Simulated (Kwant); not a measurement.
System: stadium cavity between two wires in a In0.53Ga0.47As two-dimensional gas. Effective mass 0.041 mₑ, grid spacing 25 nm, hard walls, nominal width 300 nm (11 grid rows, so walls 300 nm apart), one parabolic valley, scattering region 2200 nm long along x; energies count from the band bottom; Fermi energy swept from 8.1524e-05 to 0.0012229 eV. Cavity of radius 470 nm, straight part 470 nm, centre moved sideways by 190 nm.

The device is made up for the run: typed textbook-type constants, with dimensions and the other settings drawn at random.

Kwant, effective-mass tight-binding model on a square grid, one spin, coherent transport at 0 K. Conductance is in e²/h.

Problem. How many channels do the leads carry at E = 0.494, 0.551 meV?

Solution. The hard-wall thresholds are n² ħ²π²/(2mW²) = n² × 0.102 meV with W = 300 nm. √(0.494/0.102) = 2.20, so 2. √(0.551/0.102) = 2.33, so 2.
